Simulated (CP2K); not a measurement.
Band structure of Sn (Fd-3m, 2 atoms in the cell).

```
CELL_PARAMETERS angstrom
      4.58842     0.00000     0.00000
      2.29421     3.97369     0.00000
      2.29421     1.32456     3.74643
ATOMIC_POSITIONS crystal
  Sn 0.00000 0.00000 0.00000
  Sn 0.25000 0.25000 0.25000
```

Method: PBE, GPW, DZVP-MOLOPT-SR-GTH basis, GTH-PBE potentials (GTH_POTENTIALS) in CP2K.

Settings: CUTOFF = 400 Ry; REL_CUTOFF = 60 Ry; SMEAR/METHOD = FERMI_DIRAC; ELECTRONIC_TEMPERATURE = 580.23 K; KPOINTS/SCHEME = MONKHORST-PACK 9 9 9; XC_FUNCTIONAL = PBE; Sn/BASIS_SET = DZVP-MOLOPT-SR-GTH; Sn/POTENTIAL = GTH-PBE-q4; METHOD = GPW; EPS_DEFAULT = 1e-10; EXTRAPOLATION = USE_GUESS; NGRIDS = 4; SCF_GUESS = ATOMIC; EPS_SCF = 1e-06.

The starting cell has typed, rounded lattice constants, without a prior relaxation at this level. Values carry the incompleteness of an atom-centred basis.

Levels in eV from the Fermi level, bands 1 to 6:
```
point       1      2      3      4     5     6
-----  ------  -----  -----  -----  ----  ----
Γ      -10.53  -0.52   0.07   0.07  0.07  2.21
X       -7.49  -7.49  -2.46  -2.46  0.80  0.80
W       -7.43  -7.43  -3.06  -3.06  3.62  3.62
K       -7.89  -7.01  -3.40  -2.10  1.11  3.53
L       -8.95  -6.29  -1.11  -1.11  0.03  3.27
U       -7.89  -7.01  -3.40  -2.10  1.11  3.53
```

Bands cross the Fermi level along this path, so the cell is metallic at this level.

Higher empty bands are left out: an atom-centred basis made for the valence describes them poorly.
